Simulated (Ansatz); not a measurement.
Consider MoTe2 in the 2H-MoS2 type structure (space group P6_3/mmc, No. 194; a = 3.4340 Å, c = 13.3303 Å; layered, stacked along the Cartesian z axis).

All numbers come from Ansatz (an electronic-structure program), PBEsol-D3(BJ), PAW, cutoff 420 eV, without spin-orbit coupling.

Before the change:

The lattice parameter a comes out as 3.434 Å.

The change: a hydrostatic pressure of 0.3 GPa.

Question: Estimate the effect on the lattice parameter a.

Answer: The lattice parameter a shrinks by 0.004 Å (3.434 Å → 3.430 Å).

Load acts through the strain it causes; cell and atoms are relaxed under it. No phonon test of stability was made. The program warned that a D3 coordination switch lies within reach, so dispersion energies are less smooth here.
